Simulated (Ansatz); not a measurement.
Structures of equal composition on the (111) surface of fcc Al: a layer of Pt in place of the second plane; a layer of Pt in place of the third plane. The slabs share one bottom face, and each structure is named by its start. These are constructed structures in small cells; real faces may alloy, dewet or reconstruct in larger ones, and not all known structures of the face are among them. Slabs of about 12 Å, Fermi-Dirac smearing of 0.1 eV. Bottom of the slabs: a bare face, its two planes held. Relaxed from the named starts with such symmetry as they have, on meshes of like density; energies extrapolated to zero smearing; spin only where a row says so; no spin-orbit coupling, no U. Brackets mark spin-polarised runs, whose order is one that fits the cell.

Calculation: PBE (plane waves to 420 eV, PAW; Ansatz, a program for electronic structure).

Rank these by energy per 1x1 cell (lowest first), as PBE gives it.

a layer of Pt in place of the third plane (0.000 eV), a layer of Pt in place of the second plane (0.168 eV)
